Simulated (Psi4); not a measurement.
Psi4 1.11, TPSS/def2-svp: Ta(O)(F)3 ([O]=[Ta]([F])([F])[F]), 5 atoms. The geometry is a generated start, not checked to be a minimum at this level.

```json
{
 "task": "energy",
 "method": "tpss",
 "basis": "def2-svp",
 "memory": "3 GB",
 "maxiter": "100",
 "keys_of_the_molecule_block": "symmetry c1",
 "scf_type": "df (default)",
 "e_convergence": "1e-06 (default)",
 "d_convergence": "1e-06 (default)",
 "dft_radial_points": "75 (default)",
 "dft_spherical_points": "302 (default)",
 "effective_core_potentials": "those of the basis set, past Kr",
 "basis_functions": "88",
 "grid_points": "109397"
}
```

```xyz
5

Ta     0.0127     0.0076    -0.0182
O      1.0515     0.5614    -1.2459
F      0.9878    -0.9318     1.2222
F     -1.2678    -1.0843    -0.7480
F     -0.7842     1.4471     0.7899
```

Charge 0 and multiplicity 1 are set for this test and not shown to be the ground state.

With the defaults (diis = true, scf_initial_accelerator = adiis, damping_percentage = 0, guess = auto, which took SAD, diis_start = 1, level_shift = 0, level_shift_cutoff = 0.01, diis_max_vecs = 10) it converges in 12 SCF iterations. One run each on 2 threads, with these changes:
- guess = sap
- diis_max_vecs = 3
- guess = huckel
- diis_start = 4
- guess = sapgau
- level_shift = 0.5, level_shift_cutoff = 0.001
- level_shift = 0.1, level_shift_cutoff = 0.001
- diis = false, scf_initial_accelerator = none, damping_percentage = 60
- guess = modhuckel

Task: Which of these changes keep the SCF from converging, or lead it to another solution?

Result: No convergence: diis = false, scf_initial_accelerator = none, damping_percentage = 60 (the run ends without SCF convergence in 100 iterations). The rest reach the solution of the defaults.

| setting | SCF iterations | end |
|---|---|---|
| level_shift = 0.1, level_shift_cutoff = 0.001 | 11 | same solution |
| the defaults | 12 | same solution |
| guess = sap | 12 | same solution |
| guess = huckel | 12 | same solution |
| level_shift = 0.5, level_shift_cutoff = 0.001 | 12 | same solution |
| guess = modhuckel | 12 | same solution |
| diis_max_vecs = 3 | 14 | same solution |
| guess = sapgau | 16 | same solution |
| diis_start = 4 | 18 | same solution |
| diis = false, scf_initial_accelerator = none, damping_percentage = 60 | 100 | no convergence |

1 further run of the study ended by our limits or in an error and is left out.
